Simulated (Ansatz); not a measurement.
Density of states of CdTe (F-43m) above the conduction band minimum, r2SCAN with spin-orbit coupling, rigid bands (Ansatz, a program for electronic structure); cell volume 68.3 Å³.

(energy from edge (eV), 10⁻³ states/eV/cell): (0.006, 1.04); (0.031, 2.34); (0.056, 3.32); (0.081, 4.22); (0.106, 5.09); (0.131, 5.97); (0.156, 6.91); (0.181, 7.80); (0.206, 8.79); (0.231, 9.89); (0.256, 10.9); (0.281, 11.9); (0.319, 13.7); (0.344, 14.8); (0.369, 16.1); (0.394, 17.5); (0.419, 19.0); (0.444, 20.4); (0.469, 21.8); (0.494, 23.4); (0.519, 25.2); (0.544, 27.0); (0.569, 29.2); (0.594, 31.0)

What effective density of states at 300 K does this give (∫ g(E) exp(−E/k_BT) dE, both spins, divided by the cell's size)?

7.5e17 cm⁻³, a density-of-states mass of 0.096 mₑ, valleys and band degeneracy included.

Geometry: cell and atoms relaxed with PBEsol.
